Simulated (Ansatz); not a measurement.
The parent structure is WS₂ in the 2H-MoS2 type structure (space group P6_3/mmc, No. 194; a = 3.154 Å, c = 12.141 Å; layered, stacked along the Cartesian z axis). Axes: x lies along a and z along c of the hexagonal cell.

Calculations: DFT with PBE-D3(BJ), PAW potentials and a 420 eV plane-wave cutoff in Ansatz (a first-principles code), no spin-orbit coupling, earlier PAW set.

It is then changed as follows: uniaxial strain ε_zz = +0.53 %, all other strain components held at zero, atoms relaxed at fixed cell.

Question: Predict the stress tensor and what it implies for the stiffness.

Answer: Stress of the strained cell less that of the base (GPa, compression positive):
```
  -0.05    0.00    0.00
   0.00   -0.05    0.00
   0.00    0.00   -0.33
```

Then −Δσ_ii/ε with ε = 0.0053 gives relaxed-ion elastic constants: C33 ≈ 62 GPa.

Stability against distortions was not tested.
